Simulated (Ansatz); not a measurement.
PbS: isotropic strain −3.00 %

The reference is PbS in the rock salt structure (space group Fm-3m, No. 225; a = 6.009 Å).

It is then changed as follows: the cell is scaled by 0.9700 in all directions, atoms relaxed at fixed cell.

The values are results of Kohn–Sham DFT with the PBE functional, run in Ansatz (a first-principles code) with PAW and 420 eV plane waves, no SOC, not measurements. k-mesh 10×10×10 (Γ-centred); smearing 0.05 eV (Fermi–Dirac).

```json
[
 {"quantity": "volume per atom", "base": "27.12 Å³", "changed": "24.75 Å³", "shift": "-2.37 Å³"},
 {"quantity": "space group", "base": "Fm-3m (No. 225)", "changed": "Fm-3m (No. 225)", "shift": "–"},
 {"quantity": "shortest interatomic distance", "base": "3.004 Å", "changed": "2.914 Å", "shift": "-0.090 Å"},
 {"quantity": "energy relative to the base (free energy F)", "base": "0 meV/atom", "changed": "+40 meV/atom", "shift": "+40 meV/atom"},
 {"quantity": "pressure", "base": "0.00 GPa", "changed": "5.86 GPa", "shift": "+5.86 GPa"},
 {"quantity": "band gap", "base": "0.49 eV", "changed": "0.15 eV", "shift": "-0.346 eV"},
 {"quantity": "gap character", "base": "direct at L", "changed": "direct at L", "shift": "–"},
 {"quantity": "mean gap deformation potential ΔEg/Δln V", "base": "–", "changed": "+3.8 eV", "shift": "–"},
 {"quantity": "width of the top valence band", "base": "3.16 eV", "changed": "3.88 eV", "shift": "+0.72 eV"},
 {"quantity": "electron mass", "base": "0.16 mₑ (at L)", "changed": "0.054 mₑ along k, 0.15 mₑ across (at L)", "shift": "–"},
 {"quantity": "valley order (the lowest conduction-band minima on the path, energy above the VBM, named in the base's zone)", "base": "L along ⟨111⟩ 0.49 eV; a point along ⟨110⟩, about 0.6 Å⁻¹ from Γ 1.36 eV", "changed": "L along ⟨111⟩ 0.15 eV; a point along ⟨110⟩, about 0.7 Å⁻¹ from Γ 1.12 eV", "shift": "–"}
]
```

Final structure:

```
CELL_PARAMETERS angstrom
      0.00000     2.91432     2.91432
      2.91432     0.00000     2.91432
      2.91432     2.91432     0.00000
ATOMIC_POSITIONS crystal
  Pb 0.00000 0.00000 0.00000
  S  0.50000 0.50000 0.50000
```

With Pb present, leaving out spin-orbit coupling can change the band edges. Effective masses come from finite differences of ±0.01 Å⁻¹. Along k means along the line from Γ to the band edge. Stability against distortions was not tested. The zero or small gap of PbS under isotropic strain −3.00 % can change with the level of theory.
